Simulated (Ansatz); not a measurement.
**A computed series for CrCuO2: response to strain and stress**

The reference is CrCuO₂ (space group R-3m, No. 166; a = 2.9638 Å, c = 16.9204 Å (hexagonal axes); ferromagnetic). Axes: x lies along a and z along c of the hexagonal cell.

Strains are applied to the cell and any free atomic positions relax; under biaxial strain the out-of-plane vector relaxes too; under stress the whole cell relaxes.

Level of theory: Kohn–Sham DFT with the PBEsol functional, run in Ansatz (a first-principles code) with PAW and 420 eV plane waves, no SOC.

Candidates:
(a) uniaxial stress, 3 GPa compression along x
(b) uniaxial stress, 2 GPa compression along x
(c) biaxial strain +3.22 %, plane normal [001], relaxed out of plane
(d) strain tensor (xx, yy, zz, yz, xz, xy) = (+1.61, +1.09, −1.24, −0.65, +0.23, +1.30) %
(e) isotropic strain −1.40 %

Notes on the quantities. energy relative to the base: free energy F.

**Question.** Order them by energy relative to the base, lowest first.

**Answer.** (b) uniaxial stress, 2 GPa compression along x (+0.7 meV/atom), (a) uniaxial stress, 3 GPa compression along x (+1.5 meV/atom), (d) strain tensor (xx, yy, zz, yz, xz, xy) = (+1.61, +1.09, −1.24, −0.65, +0.23, +1.30) % (+5.4 meV/atom), (e) isotropic strain −1.40 % (+12 meV/atom), (c) biaxial strain +3.22 %, plane normal [001], relaxed out of plane (+17 meV/atom)

Stability under load was not tested beyond the relaxation. No Hubbard U is applied and the magnetic state is the run's own (CrCuO2 ferromagnetic); other magnetic orders, which need larger cells, were not tried and can change the gap.
